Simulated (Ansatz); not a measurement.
The starting structures come from a database of crystals and need not be the phases stable at ambient conditions.

The decay constant κ of evanescent states in the gap governs leakage through a thin film.

Here is the system:

```
CELL_PARAMETERS angstrom
      5.42134     0.00000     0.00000
      0.00000     9.15446     0.00000
      1.51228     4.57723     4.76508
ATOMIC_POSITIONS crystal
  Na 0.75000 0.30026 0.00000
  Na 0.25000 0.69974 0.00000
  Sc 0.75000 0.89443 0.00000
  Sc 0.25000 0.10557 0.00000
  Si 0.74475 0.37710 0.41916
  Si 0.25525 0.62290 0.58084
  Si 0.75525 0.79626 0.58084
  Si 0.24475 0.20374 0.41916
  O  0.52422 0.35324 0.30156
  O  0.47578 0.64676 0.69844
  O  0.97578 0.65480 0.69844
  O  0.02422 0.34520 0.30156
  O  0.80396 0.60727 0.27916
  O  0.19604 0.39273 0.72084
  O  0.69604 0.88643 0.72084
  O  0.30396 0.11357 0.27916
  O  0.14551 0.03941 0.76358
  O  0.85449 0.96059 0.23642
  O  0.35449 0.80299 0.23642
  O  0.64551 0.19701 0.76358
```

Space group of this cell: C2/c. The cell is taken as given; by PBEsol its mean pressure is -4.2 GPa.

Transport runs along the normal of the first two printed cell vectors.

The gap is the functional's own. No spin-orbit coupling. Mid-gap values are interpolated on the energy grid.

**Question.** Compute, with PBEsol (Ansatz, a quantum-chemistry and plane-wave program), the band gap and the smallest decay constant κ at mid-gap.

**Answer.** Gap 4.93 eV on a 6×6×6 mesh; κ = 0.422 1/Å, at the zone centre.
